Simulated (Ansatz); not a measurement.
Structures of equal composition on the (100) surface of rock-salt TiN: Hf on all Ti sites of the second plane; Hf on all Ti sites of the top plane. The slabs share one bottom face, and each structure is named by its start. These are constructed structures in small cells; real faces may alloy, dewet or reconstruct in larger ones, and not all known structures of the face are among them. Slabs of about 10 Å, Fermi-Dirac smearing of 0.1 eV. Bottom of the slabs: a bare face, its two planes held. Relaxed from the named starts with such symmetry as they have, on meshes of like density; energies extrapolated to zero smearing; spin only where a row says so; no spin-orbit coupling, no U. Brackets mark spin-polarised runs, whose order is one that fits the cell.

Computed with r2SCAN, at the PBE geometry (plane waves to 500 eV, PAW; Ansatz, a program for electronic structure).

### Question
Rank these by energy per 1x1 cell (lowest first), as r2SCAN, at the PBE geometry gives it.

### Answer
Hf on all Ti sites of the top plane (0.000 eV), Hf on all Ti sites of the second plane (0.501 eV)
